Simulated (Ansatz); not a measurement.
Zr$_{2}$InN (P6_3/mmc), Ansatz (a program for electronic structure) with PBEsol, DFPT electron-phonon coupling, linearised Boltzmann equation. Phonon-limited resistivity 29.1 μΩ·cm at 300 K, current-weighted mean free path 7.0 nm.

Problem. What is the classical skin depth at 10 GHz (nonmagnetic, μ₀ = 1.257×10⁻⁶ H/m)?

Solution. δ = √(ρ/(π f μ₀)) = 2720 nm.

Problem. Estimate the resistivity of a 20 nm square wire with diffuse walls from ρ ≈ ρ₀(1 + 3ℓ/4d).

Solution. 1 + 0.75 × 7.0/20 = 1.26, so ρ ≈ 36.7 μΩ·cm and a line 1 μm long has 918 Ω. The formula is the free-electron limit for d well above ℓ; grain boundaries add to it.

A metal at this level (no band gap). Only scattering by harmonic phonons is included (no impurities, grain boundaries, electron-electron scattering or thermal expansion). Spin-orbit coupling is left out. Halving the electron mesh (28x28x8) moves the resistivity by up to 10 % at 300 K, the mean free path by up to 5 %. Smearing 0.20 eV; phonons on a 5x5x1 q mesh, which this run doesn't test.

Computed structure with no diffraction record at hand here (it may be known, metastable or hypothetical): Zr2InN (P6_3/mmc).
